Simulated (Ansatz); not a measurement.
Consider Pt in the fcc (Cu type) structure (space group Fm-3m, No. 225; a = 3.942 Å; relaxed with 0.1 eV smearing). Axes: x, y, z lie along the cube axes.

Calculations: r2SCAN/PAW in Ansatz (an electronic-structure program), without spin-orbit coupling, earlier PAW set.

Before the change:

| Quantity | Result |
|---|---|
| Pressure | 0.0 GPa |
| Shortest interatomic distance | 2.787 Å |

Now apply this change: strain tensor (xx, yy, zz, yz, xz, xy) = (+2.25, −0.84, +1.92, +1.08, +0.16, +0.94) %; the atoms relax in the strained cell.

Problem. How does this affect the energy relative to the base, pressure and shortest interatomic distance?

Solution. The energy increases by 18 meV/atom; the pressure (mean of the normal stresses, compression positive) goes from zero to -7.8 GPa; the shortest interatomic distance shrinks by 0.015 Å to 2.772 Å.

Whether these cells are dynamically stable was not tested. The final runs are not spin-polarised. Pt lies near a magnetic instability that expansion can trigger; it was not tested.
